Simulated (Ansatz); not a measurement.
The parent structure is RbBr in the rock salt structure (space group Fm-3m, No. 225; a = 6.8433 Å).

Computed with DFT with PBEsol, PAW potentials and a 420 eV plane-wave cutoff in Ansatz (a program for electronic structure), spin-orbit coupling left out.

Base values:

| Item | Value |
|---|---|
| Band gap | 4.22 eV |
| Electron mass | 0.36 mₑ (at Γ) |

One thing is altered: the cell is scaled by 1.0150 in all directions; the atoms relax in the strained cell.

Q: Predict the new band gap.

A: The band gap falls by 0.099 eV (4.22 eV → 4.13 eV).

Q: Estimate the effect on the electron mass.

A: The electron mass becomes 0.37 mₑ (at Γ) (base: 0.36 mₑ (at Γ)).

Effective masses come from finite differences of ±0.01 Å⁻¹. No phonon test of stability was made.
